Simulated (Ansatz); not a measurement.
NbRu (model structure, started from the NbRh type, P2/m, No. 10, 6 atoms in the cell) was calculated with LDA (PAW; Ansatz, an electronic-structure program).

Numerical settings: plane-wave cutoff 520 eV, 12×20×8 k mesh (along the axes of the cell as run), Fermi–Dirac smearing 0.05 eV, no spin polarisation, scalar-relativistic PAW data made under PBE.

Cell (relaxed at this level):

```yaml
crystal:
  lattice:
    - [4.53539, 0.00000, 0.02720]
    - [0.00000, 3.01648, 0.00000]
    - [-1.55001, 0.00000, 6.64178]
  atoms:
    - { symbol: Nb, position: [0.69202, 0.00000, 0.32276] }
    - { symbol: Nb, position: [0.30798, 0.00000, 0.67724] }
    - { symbol: Nb, position: [0.00000, 0.00000, 0.00000] }
    - { symbol: Ru, position: [0.50000, 0.50000, 0.00000] }
    - { symbol: Ru, position: [0.20719, 0.50000, 0.34820] }
    - { symbol: Ru, position: [0.79281, 0.50000, 0.65180] }
```

**Question.** Estimate the bulk modulus that the calculation returns.

**Answer.** 
- bulk modulus: 266 GPa

Note: the run has no spin polarisation, so it can have missed a magnetic state; the bulk modulus is −V dP/dV from two relaxed cells at ±2 % in volume; the relaxation could raise the start's symmetry but not lower it, so the cell can be a saddle point.

Static lattice: no zero-point or thermal effects.

A model structure was made by putting elements into a prototype or built by hand; it is no filed structure, need not be a known phase, and can be a saddle point held by its symmetry.
